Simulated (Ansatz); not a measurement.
Input and output of a relaxation of cell and atoms for ScPd₃ (Pm-3m, 4 atoms in the cell) (Ansatz, a program for electronic structure).

Method: PBEsol, default PAW files made with PBE (plane waves; Ansatz).

The change in words: atoms on their sites; basis.ecutwfc: 30.9 Ry → 21.7 Ry; relax: default → cell and atoms. Reference geometry:
```
CELL_PARAMETERS angstrom
      3.99955     0.00000     0.00000
      0.00000     3.99955     0.00000
      0.00000     0.00000     3.99955
ATOMIC_POSITIONS crystal
  Sc 0.00000 0.00000 0.01250
  Pd 0.50000 0.50000 0.00000
  Pd 0.00000 0.50000 0.50000
  Pd 0.50000 0.00000 0.50000
```

Reference input (self-consistent single point, DFT, PBEsol, plane waves, default PAW files made with PBE): basis.ecutwfc = 30.9 Ry; kpoints.mp_grid.grid = 7 7 7; hamiltonian.xc = pbesol; hamiltonian.pseudopotentials = {kind: paw} (the program's default PAW files); scf.occupations.method = gaussian; scf.occupations.width = 0.0073 Ry. This run's input differs from it in these lines:

Ansatz 0.2 input:
```diff
@@ -7,3 +7,3 @@
   atoms:
-    - { symbol: Sc, position_ang: [0.000000, 0.000000, 0.049998] }
+    - { symbol: Sc, position_ang: [0.000000, 0.000000, 0.000000] }
     - { symbol: Pd, position_ang: [1.999774, 1.999774, 0.000000] }
@@ -12,3 +12,3 @@
 basis:
-  ecutwfc: 30.9 Ry
+  ecutwfc: 21.7 Ry
 kpoints:
@@ -20,2 +20,4 @@
   occupations: { method: gaussian, width: 0.0073 Ry }
+relax:
+  cell: {}
 output:
```

Output (repeated stretches shortened):

```
   [... SCF lines of the steps left out ...]
relax step   1: F+E_penalty+E_count = -22833.93169529 eV  Δ(F+E_penalty+E_count) = +0.000e0 eV  max|allowed force component| = 4.917e-29 eV/Å  Δτ_max = 0.0000 Å  P = -7.105 GPa  Ω = 63.978 Å³  (6 SCF iters, dr2 threshold 1.00e-7 eV, accepted)
relax step   2: F+E_penalty+E_count = -22834.39353003 eV  Δ(F+E_penalty+E_count) = -4.618e-1 eV  max|allowed force component| = 2.360e-29 eV/Å  Δτ_max = 0.0000 Å  P = +23.116 GPa  Ω = 57.797 Å³  energy of the carried Pulay correction = +7.502e-1 eV  [...]
   [... lines left out ...]
relax step  11: F+E_penalty+E_count = -22834.00353312 eV  Δ(F+E_penalty+E_count) = -7.596e-3 eV  max|allowed force component| = 4.023e-29 eV/Å  Δτ_max = 0.0000 Å  P = -0.017 GPa  Ω = 61.088 Å³  energy of the carried Pulay correction = +7.550e-3 eV  [...]
relax step  12: F+E_penalty+E_count = -22834.00033161 eV  Δ(F+E_penalty+E_count) = +3.202e-3 eV  max|allowed force component| = 6.837e-29 eV/Å  Δτ_max = 0.0000 Å  P = -0.032 GPa  Ω = 61.088 Å³  stress off target by 3.21e-2 GPa  SCF on the basis [...]
basis re-selected at this cell: Δ(F+E_penalty+E_count) = +3.202e-3 eV, ΔP = -0.015 GPa vs the last step
the relaxation is at rest under the 48 symmetry operations that the run kept from its start: a minimum is not shown …
Stability not checked: this state was not tested for a lower state beside it, because too few of the mixer's solves of this state at the end of the SCF gave a …
Free energy (F): -22834.000332 eV
Internal energy: -22833.991179 eV  (E = F + TS)
   [... lines left out ...]
Fermi energy:    18.275955 eV
  cell:  # Å, volume = 61.0883 Å³
   [... lines left out ...]
  atoms:
    - { symbol: Sc, position: [4.1742610627800667e-47, 9.352169594206704e-48, -5.2463390406525427e-48] }
    - { symbol: Pd, position: [0.49999999999999994, 0.49999999999999994, 3.880854359053868e-48] }
    - { symbol: Pd, position: [-7.299854976203805e-47, 0.49999999999999994, 0.49999999999999994] }
    - { symbol: Pd, position: [0.49999999999999994, -3.194488381502192e-47, 0.49999999999999994] }
```

The run converged.  The full log also holds: “iter 5 did not close the SCF: its close was put off for the readings that it lacked (scf_convergence_deferred on its scf_iter line)”. The full log also holds: “iter 4 did not close the SCF: its close was put off for the readings that it lacked (scf_convergence_deferred on its scf_iter line)”.

Summary of the result:
- Free energy E − TS (on the zero of these files) = -22834.0003 eV
- Fermi level (on the code's own zero) = 18.28 eV
- Pressure = -0.03 GPa
- Final cell = a = b = c = 3.938 Å, α = β = γ = 90.00°
- Final volume per atom = 15.27 Å³
- Relaxation steps = 12

The starting cell comes from a database of computed structures (which also holds hypothetical and non-ambient phases and stackings), without a prior relaxation at this level. Its lattice was rescaled by up to half a per cent. Spin polarisation is off. The relaxation keeps the symmetry of its start, so its end need not be a minimum. Ansatz's pressure includes its estimate of the finite-basis (Pulay) stress. Without the estimate this run gives -19.21 GPa. The cutoff lies below the one recommended for these files.
